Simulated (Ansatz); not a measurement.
Data:

```
CELL_PARAMETERS angstrom
      0.00000     2.65056     2.71140
      2.65056     0.00000     2.71140
      2.65056     2.65056     0.00000
ATOMIC_POSITIONS crystal
  Zn 0.00000 0.00000 0.00000
  S  0.25000 0.25000 0.25000
```

Computed with PBEsol with spin-orbit coupling, rigid bands (plane waves, PAW; Ansatz, a program for electronic structure). Condition of this run: biaxial stress xx = yy = 1 GPa (compression positive) (the target of the relaxation). Cell: cell and atoms relaxed with PBEsol, then loaded as said.

Predict the electron conductivity mass (n e² τ/σ) at 300 K, by direction if it differs.

0.181 mₑ.

Predict the hole conductivity mass (n e² τ/σ) at 300 K, by direction if it differs.

0.71 (x), 0.71 (y), 0.84 (z) mₑ.

And the band gap?

2.07 eV at this level; semilocal functionals usually fall short of the measured gap.

Rigid bands, one relaxation time for all states, no polarons.
